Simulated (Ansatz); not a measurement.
The reference is Lu in the hcp (Mg type) structure (space group P6_3/mmc, No. 194; a = 3.506 Å, c = 5.482 Å; relaxed with 0.1 eV smearing).

All numbers come from DFT with PBE, PAW potentials and a 420 eV plane-wave cutoff in Ansatz (a quantum-chemistry and plane-wave program), without spin-orbit coupling.

For the base:

Pressure: 0.0 GPa
Band gap: zero

Modification: an isotropic linear strain of +3.00 %; the atoms relax in the strained cell.

Q: What does the calculation give for the energy relative to the base after the change?

A: The energy increases by 31 meV/atom.

Q: What does the calculation give for the pressure after the change?

A: The pressure (mean of the normal stresses, compression positive) goes from zero to -3.5 GPa.

Q: Estimate the effect on the band gap.

A: The band gap stays zero.

Whether these cells are dynamically stable was not tested.
